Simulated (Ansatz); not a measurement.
Here is the system:

```yaml
crystal:
  lattice:
    - [3.57527, 0.00000, 0.00000]
    - [-1.78763, 3.09627, 0.00000]
    - [0.00000, 0.00000, 18.79264]
  atoms:
    - { symbol: Pt, position: [0.00000, 0.00000, 0.50000] }
    - { symbol: S, position: [0.33333, 0.66667, 0.56536] }
    - { symbol: S, position: [0.66667, 0.33333, 0.43464] }
```

All values below come from PBE, rigid bands (plane waves, PAW, scalar-relativistic; Ansatz, an electronic-structure program). Cell: cell and atoms relaxed with PBE.

Problem. Predict the electron conductivity mass (n e² τ/σ) at 300 K, by direction if it differs.

Solution. 0.42 mₑ.

Problem. And the band gap?

Solution. 1.76 eV at this level; semilocal functionals usually fall short of the measured gap.

Rigid bands, one relaxation time for all states, no polarons. Spin-orbit coupling is left out; where it splits the top of the valence band it changes the hole mass and lowers the gap by about a third of the splitting.

Model free-standing layer, not matched to a measured one here: monolayer PtS2.
